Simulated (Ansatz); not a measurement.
# Ta, response to strain

The parent structure is Ta in the bcc (W type) structure (space group Im-3m, No. 229; a = 3.282 Å). Axes: x, y, z lie along the cube axes.

Strains are applied to the cell and any free atomic positions relax; under biaxial strain the out-of-plane vector relaxes too; under stress the whole cell relaxes.

All numbers come from Kohn–Sham DFT with the PBEsol functional, run in Ansatz (a program for electronic structure) with PAW and 420 eV plane waves, without spin-orbit coupling.

Notes on the quantities. energy relative to the base: free energy F.

| case | volume per atom | energy relative to the base | space group |
|---|---|---|---|
| base | 17.68 Å³ | 0 meV/atom | Im-3m (No. 229) |
| biaxial strain −4.13 %, plane normal [110], relaxed out of plane | 17.02 Å³ | +63 meV/atom | Fmmm (No. 69) |
| isotropic strain +2.91 % | 19.26 Å³ | +81 meV/atom | Im-3m (No. 229) |
| isotropic strain +3.24 % | 19.45 Å³ | +100 meV/atom | Im-3m (No. 229) |
| uniaxial strain ε_yy = +4.80 % | 18.52 Å³ | +34 meV/atom | I4/mmm (No. 139) |
| uniaxial strain ε_zz = −1.28 % | 17.45 Å³ | +2.7 meV/atom | I4/mmm (No. 139) |
| tensor shear ε_yz = −2.94 % | 17.66 Å³ | +15 meV/atom | Fmmm (No. 69) |
| uniaxial stress, 1 GPa tension along z | 17.70 Å³ | +0.3 meV/atom | I4/mmm (No. 139) |
| uniaxial stress, 1 GPa tension along x | 17.70 Å³ | +0.3 meV/atom | I4/mmm (No. 139) |
| uniaxial stress, 3 GPa tension along x | 17.76 Å³ | +3.0 meV/atom | I4/mmm (No. 139) |

Without a gap, meshes like the base's 20×20×20 leave anisotropic stresses uncertain by several tenths of a GPa, and small strain energies with them. Stability under load was not tested beyond the relaxation. The final runs are not spin-polarised.
